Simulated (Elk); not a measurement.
Input and output of a self-consistent single point for NbIr₃ (Pm-3m, 4 atoms in the cell) (Elk).

Method: LDA (PW92), all-electron FP-LAPW, Elk's shipped species files, APW+lo basis with extra local orbitals (Elk).

The change in words: lattice scaled by 0.98. Reference geometry:
```xyz
4
Lattice="3.9439 0.0000 0.0000 0.0000 3.9439 0.0000 0.0000 0.0000 3.9439" Properties=species:S:1:pos:R:3 pbc="T T T"
Nb     0.0000     0.0000     0.0000
Ir     1.9720     1.9720     0.0000
Ir     0.0000     1.9720     1.9720
Ir     1.9720     0.0000     1.9720
```

Reference input (self-consistent single point, DFT, LDA (PW92), all-electron FP-LAPW, Elk's shipped species files, APW+lo basis with extra local orbitals): rgkmax = 7.5; swidth = 0.00183747 Ha; ngridk = 8 8 8; tforce = true; gmaxvr = 18 1/bohr; lmaxapw = 10; lmaxo = 8; nxlo = 2; lorbcnd = true; lradstp = 2; nrmtscf = 2; rmtscf = 0.88. This run's input differs from it in these lines:

```diff
@@ -46,5 +46,5 @@
 avec
-    3.9439350000    0.0000000000    0.0000000000
-    0.0000000000    3.9439350000    0.0000000000
-    0.0000000000    0.0000000000    3.9439350000
+    3.8650560000    0.0000000000    0.0000000000
+    0.0000000000    3.8650560000    0.0000000000
+    0.0000000000    0.0000000000    3.8650560000
```

Log, with long lists cut:

```
│ Self-consistent loop started │
│ Loop number : 1 │
 total energy                :     -57396.2293900
│ Loop number : 2 │
 total energy                :     -57395.6058922
RMS change in Kohn-Sham potential (target) :   0.1259812619     (  0.1000000000E-05)
Absolute change in total energy (target)   :   0.6234977233     (  0.1000000000E-03)
│ Loop number : 3 │
 total energy                :     -57393.7830140
RMS change in Kohn-Sham potential (target) :   0.9582765771E-01 (  0.1000000000E-05)
Absolute change in total energy (target)   :    1.978752636     (  0.1000000000E-03)
│ Loop number : 4 │
   [... lines left out ...]
Absolute change in total energy (target)   :   0.6649500501E-03 (  0.1000000000E-03)
│ Loop number : 16 │
 total energy                :     -57360.7993141
RMS change in Kohn-Sham potential (target) :   0.1661272605E-06 (  0.1000000000E-05)
Absolute change in total energy (target)   :   0.1403608549E-03 (  0.1000000000E-03)
│ Loop number : 17 │
 total energy                :     -57360.7993055
RMS change in Kohn-Sham potential (target) :   0.4140784884E-07 (  0.1000000000E-05)
Absolute change in total energy (target)   :   0.4376939614E-04 (  0.1000000000E-03)
Convergence targets achieved

│ Loop number : 18 │

Energies :
 Fermi                       :     0.547098952437
 total energy                :     -57360.7992815

Density of states at Fermi energy :    49.68617729
 (states/Hartree/unit cell)

Estimated indirect band gap :   0.1288714326E-02
 from k-point      7 to k-point      5
Estimated direct band gap   :   0.1594555030E-01
 at k-point      3

Charges :
 core                        :    172.0000000
 valence                     :    100.0000000
 interstitial                :    7.170165488
 muffin-tins (core leakage)
  species :    1 (Nb)
   atom    1                 :    38.36688581     (  0.9949384985E-05)
  species :    2 (Ir)
   atom    1                 :    75.48764957     (  0.1355665356E-02)
   atom    2                 :    75.48764957     (  0.1355665356E-02)
   [... lines left out ...]
   total force               :     0.00000000    0.00000000    0.00000000
   total magnitude           :     0.00000000
  atom :    3
   Hellmann-Feynman          :     0.00000000    0.00000000    0.00000000
   IBS                       :    -0.00000000   -0.00000000    0.00000000
   total force               :    -0.00000000   -0.00000000    0.00000000
   total magnitude           :     0.00000000
```

The run converged in 18 iterations. The count includes the last loop, which Elk runs after its targets are met. Against the reference run the free energy drops by 70.3 meV/atom.

The starting cell comes from a database of computed structures (which also holds hypothetical and non-ambient phases and stackings), without a prior relaxation at this level. Its lattice was rescaled by a random factor within 2.5 % of one. For this run, on top of that: lattice scaled by 0.98. Spin-orbit coupling is off. Spin polarisation is off. Values depend on the basis (sphere radii, cutoffs, local orbitals), which need not be converged. The log's line on a gap gives a spacing of levels on this mesh, which the program prints for metals too.
